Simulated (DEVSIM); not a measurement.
System: Co/SiO2/p-Ge capacitor, at 400 K.

| layer (left to right) | material | thickness (nm) | Na (cm⁻³) |
|---|---|---|---|
| 1 | SiO2 | 2.80 | - |
| 2 | Ge | 6000 | 9.7e15 |

Metal gate on the left, work function 5 eV. Fixed charge at the semiconductor interface 9.3e10 cm⁻² (in units of +e); no interface traps.

This is a model device: material constants are rounded textbook-type values typed into the input, and sizes, dopings and lifetimes were drawn at random. Values at 300 K; Nc and Nv go as T^1.5, mobilities as T to minus their exponent, the gap by Varshni's rule with the affinity fixed.

```tsv
parameter	SiO2	Ge
gap (eV)	9	0.664
affinity (eV)	0.9	4
permittivity	3.9	16
Nc (cm⁻³)	-	1.04e19
Nv (cm⁻³)	-	6e18
Varshni α (eV/K)	-	0.000477
Varshni β (K)	-	235
```

Simulated with DEVSIM: 1D Poisson equation in equilibrium, Boltzmann statistics, complete ionisation; no quantum confinement or tunnelling. Metal contacts follow the ideal Schottky-Mott rule: no Fermi-level pinning, no interface dipoles.

Problem. Tabulate band edges, carrier densities and field at 0.75 V on the gate.

Solution. Energies count from the Fermi level of the right contact; mesh points crowd at the junctions.

```
x (μm)     Ec (eV)  Ev (eV)  n (cm⁻³)  p (cm⁻³)  field (V/cm)
---------  -------  -------  --------  --------  ------------
0.000        3.350   -5.650     < 1e2     < 1e2         26000
0.0009716    3.353   -5.647     < 1e2     < 1e2         26000
0.001989     3.355   -5.645     < 1e2     < 1e2         26000
0.002924     0.257   -0.367    9.1e15    2.2e14         17000
0.005313     0.261   -0.363    8.2e15    2.5e14         16000
0.009648     0.268   -0.356    6.7e15    3.0e14         15000
0.01910      0.282   -0.342    4.5e15    4.5e14         14000
0.05156      0.320   -0.304    1.5e15    1.4e15          9700
0.1105       0.360   -0.264    4.6e14    4.4e15          4500
0.2389       0.385   -0.239    2.2e14    9.1e15           540
0.5190       0.388   -0.236    2.0e14    9.9e15           ≈ 0
1.481        0.388   -0.236    2.0e14    9.9e15           ≈ 0
3.200        0.388   -0.236    2.0e14    9.9e15           ≈ 0
4.718        0.388   -0.236    2.0e14    9.9e15           ≈ 0
5.539        0.388   -0.236    2.0e14    9.9e15           ≈ 0
5.790        0.388   -0.236    2.0e14    9.9e15           ≈ 0
5.906        0.388   -0.236    2.0e14    9.9e15           ≈ 0
5.959        0.388   -0.236    2.0e14    9.9e15           ≈ 0
5.988        0.388   -0.236    2.0e14    9.9e15           ≈ 0
5.997        0.388   -0.236    2.0e14    9.9e15           ≈ 0
6.001        0.388   -0.236    2.0e14    9.9e15           ≈ 0
6.003        0.388   -0.236    2.0e14    9.9e15           ≈ 0
```
